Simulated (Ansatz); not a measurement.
MgZn2 (P6₃/mmc, No. 194) was calculated with PBEsol in Ansatz (plane waves, PAW).

Run with plane-wave cutoff 520 eV, 12×12×8 k mesh (along the axes of the cell as run), Fermi–Dirac smearing 0.05 eV, scalar-relativistic PAW data made under PBE.

Cell (relaxed at this level):

```yaml
crystal:
  lattice:
    - [2.56193, -4.43739, 0.00000]
    - [2.56193, 4.43739, 0.00000]
    - [0.00000, 0.00000, 8.37338]
  atoms:
    - { symbol: Mg, position: [0.33333, 0.66667, 0.06272] }
    - { symbol: Mg, position: [0.66667, 0.33333, 0.56272] }
    - { symbol: Mg, position: [0.66667, 0.33333, 0.93728] }
    - { symbol: Mg, position: [0.33333, 0.66667, 0.43728] }
    - { symbol: Zn, position: [0.00000, 0.00000, 0.00000] }
    - { symbol: Zn, position: [0.00000, 0.00000, 0.50000] }
    - { symbol: Zn, position: [0.83057, 0.16943, 0.25000] }
    - { symbol: Zn, position: [0.66113, 0.83057, 0.75000] }
    - { symbol: Zn, position: [0.83057, 0.66113, 0.25000] }
    - { symbol: Zn, position: [0.16943, 0.83057, 0.75000] }
    - { symbol: Zn, position: [0.33887, 0.16943, 0.25000] }
    - { symbol: Zn, position: [0.16943, 0.33887, 0.75000] }
```

Question: Give the computed bulk modulus and pressure derivative B′ of the bulk modulus.

Answer: 
- bulk modulus: 73.3 GPa
- pressure derivative B′ of the bulk modulus: 4.8

The run finds no gap.

Note: the volume lies 6 % below that of the published cell; the bulk modulus comes from volumes at which shape and atoms were relaxed.

The computed numbers hold no vibrational or temperature effects.

Computing time: roughly 30 core-minutes.

Ansatz is an electronic-structure program.
